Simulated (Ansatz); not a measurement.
The parent structure is WGe2 (space group Fm-3m, No. 225; a = 6.0806 Å; a hypothetical phase, not in the database extracts checked; relaxed with 0.1 eV smearing). Axes: x, y, z lie along the cube axes.

Level of theory: r2SCAN in Ansatz (plane waves to 500 eV, PAW, no spin-orbit coupling), earlier PAW set.

One thing is altered: uniaxial stress, 3 GPa tension along z; all other stress components relax to zero.

### Question
How does this affect the energy relative to the base?

### Answer
The energy shrinks by 0.366 eV/atom.

### Question
What does the calculation give for the strain response after the change?

### Answer
The strain response (xx, yy, zz) amounts to (−15.12, −15.12, +27.31) %.

Beyond what the load breaks, stability against distortions was not tested. All final runs are without spin polarisation. WGe2 has a high density of states at the Fermi level and may be magnetic at this level. Under uniaxial stress, 3 GPa tension along z the cell changed shape so far that it is another structure.

Ansatz is a program for electronic structure.
